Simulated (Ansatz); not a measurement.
# BBi (model structure, started from the cinnabar type, P6₂22, No. 180, 6 atoms in the cell)

Calculation: PBE in Ansatz (PAW).

Numerical settings: plane-wave cutoff 500 eV, 12×12×6 k mesh (along the axes of the cell as run), Fermi–Dirac smearing 0.05 eV, scalar-relativistic PAW data made under PBE.

Cell (relaxed at this level):

Space group P6₂22 (No. 180); a = 3.939 Å, b = 3.939 Å, c = 8.767 Å, α = 90.00°, β = 90.00°, γ = 120.00°

```tsv
atom	site	symmetry	x	y	z
B	3d	222	0.5000	0.0000	0.5000
Bi	3c	222	0.5000	0.0000	0.0000
```

```yaml
band_gap: zero (no gap)
```

Note: the relaxation could raise the start's symmetry but not lower it, so the cell can be a saddle point.

Spin–orbit coupling is not included; it can shift volumes and moduli of such heavy elements.

The computed numbers hold no vibrational or temperature effects.

The result took around 5 core-minutes (rough).

A model structure was made by putting elements into a prototype or built by hand; it is no filed structure, need not be a known phase, and can be a saddle point held by its symmetry.

Ansatz is a program for electronic structure.
